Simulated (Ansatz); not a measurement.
A relaxation of cell and atoms of AgAu₃ (I4/mmm, 4 atoms in the cell) with Ansatz (an electronic-structure program).

Method of the run: PBEsol, default PAW files made with PBE (plane waves; Ansatz).

The change in words: atoms on their sites; basis.ecutwfc: 420 eV → 505 eV; relax: default → cell and atoms. Reference geometry:
```
CELL_PARAMETERS angstrom
     -2.04632     2.04632     4.14193
      2.04632    -2.04632     4.14193
      2.04632     2.04632    -4.14193
ATOMIC_POSITIONS crystal
  Ag 0.00604 0.00604 0.00000
  Au 0.75000 0.25000 0.50000
  Au 0.25000 0.75000 0.50000
  Au 0.50000 0.50000 0.00000
```

Reference input (self-consistent single point, DFT, PBEsol, plane waves, default PAW files made with PBE): basis.ecutwfc = 420 eV; kpoints.mp_grid.grid = 8 8 8; hamiltonian.xc = pbesol; hamiltonian.pseudopotentials = {kind: paw} (the program's default PAW files); scf.occupations.method = fermi_dirac; scf.occupations.width = 0.1 eV. This run's input differs from it in these lines:

Ansatz 0.2 input:
```diff
@@ -7,3 +7,3 @@
   atoms:
-    - { symbol: Ag, position: [0.006036, 0.006036, 0.000000] }
+    - { symbol: Ag, position: [0.000000, 0.000000, 0.000000] }
     - { symbol: Au, position: [0.750000, 0.250000, 0.500000] }
@@ -12,3 +12,3 @@
 basis:
-  ecutwfc: 420.0 eV
+  ecutwfc: 505.0 eV
 kpoints:
@@ -20,2 +20,4 @@
   occupations: { method: fermi_dirac, width: 0.1 eV }
+relax:
+  cell: {}
 output:
```

Log, with long lists cut:

```
   [... SCF lines of the steps left out ...]
relax step   1: F+E_penalty+E_count = -46543.71555651 eV  Δ(F+E_penalty+E_count) = +0.000e0 eV  max|allowed force component| = 8.240e-18 eV/Å  Δτ_max = 0.0000 Å  P = -3.821 GPa  Ω = 69.376 Å³  (7 SCF iters, dr2 threshold 1.00e-7 eV, accepted)
relax step   2: F+E_penalty+E_count = -46543.63516734 eV  Δ(F+E_penalty+E_count) = +8.039e-2 eV  max|allowed force component| = 1.821e-17 eV/Å  Δτ_max = 0.0000 Å  P = +9.932 GPa  Ω = 64.085 Å³  energy of the carried Pulay correction = +3.303e-4 eV  [...]
   [... lines left out ...]
relax step   5: F+E_penalty+E_count = -46543.73770466 eV  Δ(F+E_penalty+E_count) = -7.386e-5 eV  max|allowed force component| = 6.072e-18 eV/Å  Δτ_max = 0.0000 Å  P = +0.012 GPa  Ω = 67.595 Å³  energy of the carried Pulay correction = +1.080e-4 eV  [...]
relax step   6: F+E_penalty+E_count = -46543.73761472 eV  Δ(F+E_penalty+E_count) = +8.994e-5 eV  max|allowed force component| = 6.939e-18 eV/Å  Δτ_max = 0.0000 Å  P = +0.009 GPa  Ω = 67.595 Å³  stress off target by 1.81e-2 GPa  SCF on the basis [...]
basis re-selected at this cell: Δ(F+E_penalty+E_count) = +8.994e-5 eV, ΔP = -0.003 GPa vs the last step
the relaxation is at rest under the 16 symmetry operations that the run kept from its start: a minimum is not shown …
Stability not checked: this state was not tested for a lower state beside it, because too few of the mixer's solves of this state at the end of the SCF gave a …
Free energy (F): -46543.737615 eV
Internal energy: -46543.701509 eV  (E = F + TS)
   [... lines left out ...]
Fermi energy:    19.818221 eV
  cell:  # Å, volume = 67.5946 Å³
   [... lines left out ...]
  atoms:
    - { symbol: Ag, position: [-3.89966631500732e-36, -3.89966631500732e-36, 9.191075706599885e-37] }
    - { symbol: Au, position: [0.7499999999999999, 0.24999999999999994, 0.49999999999999994] }
    - { symbol: Au, position: [0.24999999999999994, 0.7499999999999999, 0.49999999999999994] }
    - { symbol: Au, position: [0.4999999999999999, 0.4999999999999999, -1.0026901867268045e-36] }
```

The run converged. 

Summary of the result:
- Free energy E − TS (on the zero of these files): -46543.7376 eV
- Fermi level (on the code's own zero): 19.82 eV
- Pressure: 0.01 GPa
- Final cell: a = b = c = 5.0200 Å, α = β = 132.44°, γ = 69.54°
- Final volume per atom: 16.90 Å³
- Relaxation steps: 6

The starting cell comes from a database of computed structures (which also holds hypothetical and non-ambient phases and stackings), without a prior relaxation at this level. Its lattice was rescaled by up to half a per cent. The relaxation keeps the symmetry of its start, so its end need not be a minimum. Ansatz's pressure includes its estimate of the finite-basis (Pulay) stress.

Cost on one core of a shared machine: roughly 80 s.
